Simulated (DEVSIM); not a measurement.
Structure: illuminated Si n-on-p cell, one wavelength, at 300 K.

```tsv
layer (left to right)	material	thickness (μm)	Nd (cm⁻³)	Na (cm⁻³)	τn (s)	τp (s)	absorption coefficient (cm⁻¹)
1	Si	0.120	7.4e18	-	1.1e-7	6.2e-8	9300
2	Si	44.0	-	1.5e17	1.2e-6	1.2e-6	9300
```

Left contact: ohmic, minority hole recombination velocity 7e5 cm/s. Right contact: ohmic, minority electron recombination velocity 3e6 cm/s. Voltage is applied to the left contact. Recombination: SRH at mid-gap, radiative, Auger. Light enters at the left, 2e17 photons cm⁻² s⁻¹, one pass, no reflection. Mobility is μmin + (μ − μmin)/(1 + (N/Nref)^α).

The device is made up for the run: typed textbook-type constants, with dimensions and the other settings drawn at random. Values at 300 K.

```tsv
parameter	Si
gap (eV)	1.124
affinity (eV)	4.05
permittivity	11.7
Nc (cm⁻³)	2.86e19
Nv (cm⁻³)	3.1e19
μn (cm²/Vs)	1417
μp (cm²/Vs)	470
μn,min	52
μp,min	45
Nref,n	9.7e16
Nref,p	2.2e17
αn	0.68
αp	0.72
B (cm³/s)	4.7e-15
Cn (cm⁶/s)	2.8e-31
Cp (cm⁶/s)	9.9e-32
```

DEVSIM, 1D drift-diffusion, Boltzmann statistics, complete ionisation; no tunnelling, impact ionisation, image-force lowering or self-heating.

The photon flux was swept, all else fixed.

```tsv
photon flux (cm^-2 s^-1)	short-circuit current (mA/cm²)	fill factor	open-circuit voltage (V)	largest power (mW/cm²)
6e15	0.896	0.81	0.534	0.387
2e16	2.99	0.82	0.565	1.38
6e16	8.96	0.83	0.594	4.39
2e17	29.9	0.83	0.625	15.5
6e17	(withheld)	0.84	(withheld)	49.0
2e18	299	0.84	0.684	172
6e18	896	0.85	0.713	540
```

Q: Some entries are withheld; supply them.

A: 
- 6e17, short-circuit current (mA/cm²): 89.6
- 6e17, open-circuit voltage (V): 0.653
